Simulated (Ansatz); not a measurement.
## Response to strain in Ru

Base system: Ru in the hcp (Mg type) structure (space group P6_3/mmc, No. 194; a = 2.676 Å, c = 4.224 Å; relaxed with 0.1 eV smearing). Axes: x lies along a and z along c of the hexagonal cell.

Strains are applied to the cell and any free atomic positions relax.

The values are results of LDA (Ansatz, an electronic-structure program), no SOC, not measurements.

Notes on the quantities. energy relative to the base: free energy F.

| uniaxial strain ε_xx (%) | energy relative to the base (meV/atom) |
|---|---|
| -3 | 26.5 |
| -2.5 | 18.1 |
| -2 | 11.4 |
| -1.5 | 6.3 |
| -1 | ? |
| -0.5 | 0.7 |
| 0 | 0.0 |

**Question.** Fit ΔE = Aε² + Bε³ (ε in %) to the rows shown and predict the withheld row.

**Answer.** Least squares on the printed values gives A = 2.66 and B = -0.095 meV/atom (largest residual 0.0 meV/atom); this predicts 2.8 meV/atom, and the run gives 2.8 meV/atom, in agreement.

No phonon test of stability was made. All final runs are without spin polarisation.
